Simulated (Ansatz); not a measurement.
End structure of the (20-23) surface of hcp Zn in its 1x1 cell, outermost plane spacing 0.16 Å in the ideal cut:

```yaml
crystal:
  lattice:
    - [2.63848, 0.00000, 0.00000]
    - [-1.31924, 12.24839, 0.00000]
    - [0.00000, 0.00000, 27.00000]
  atoms:
    - { symbol: Zn, position: [0.83051, 0.66075, 0.32376] }
    - { symbol: Zn, position: [0.94132, 0.88267, 0.32239] }
    - { symbol: Zn, position: [0.53395, 0.06750, 0.33656] }
    - { symbol: Zn, position: [0.64420, 0.28979, 0.32817] }
    - { symbol: Zn, position: [0.23857, 0.47756, 0.34697] }
    - { symbol: Zn, position: [0.38983, 0.78018, 0.40138] }
    - { symbol: Zn, position: [0.98260, 0.96513, 0.42364] }
    - { symbol: Zn, position: [0.09365, 0.18766, 0.40856] }
    - { symbol: Zn, position: [0.68854, 0.37741, 0.42893] }
    - { symbol: Zn, position: [0.80235, 0.60534, 0.42911] }
    - { symbol: Zn, position: [0.43152, 0.86236, 0.49953] }
    - { symbol: Zn, position: [0.54646, 0.09301, 0.49073] }
    - { symbol: Zn, position: [0.14032, 0.28054, 0.50927] }
    - { symbol: Zn, position: [0.25526, 0.51120, 0.50047] }
    - { symbol: Zn, position: [0.88443, 0.76821, 0.57088] }
    - { symbol: Zn, position: [0.99824, 0.99614, 0.57107] }
    - { symbol: Zn, position: [0.59312, 0.18590, 0.59144] }
    - { symbol: Zn, position: [0.70418, 0.40843, 0.57636] }
    - { symbol: Zn, position: [0.29695, 0.59338, 0.59862] }
    - { symbol: Zn, position: [0.44821, 0.89599, 0.65303] }
    - { symbol: Zn, position: [0.04257, 0.08376, 0.67183] }
    - { symbol: Zn, position: [0.15283, 0.30605, 0.66344] }
    - { symbol: Zn, position: [0.74545, 0.49088, 0.67761] }
    - { symbol: Zn, position: [0.85627, 0.71280, 0.67625] }
```

Model: 24-atom slab, 10.6 Å thick at the start, 14x3x1 mesh, Fermi-Dirac 0.1 eV, dipole correction, single point; on the structure that PBE left under its start's symmetry; no spin, no spin-orbit, no U.

**Question.** Estimate the work function of the top face that r2SCAN, at the PBE geometry (Ansatz, a quantum-chemistry and plane-wave program) returns for this input.

**Answer.** 4.24 eV

**Question.** Estimate the surface energy (mean of both faces) that r2SCAN, at the PBE geometry returns for this input.

**Answer.** 0.81 J/m²
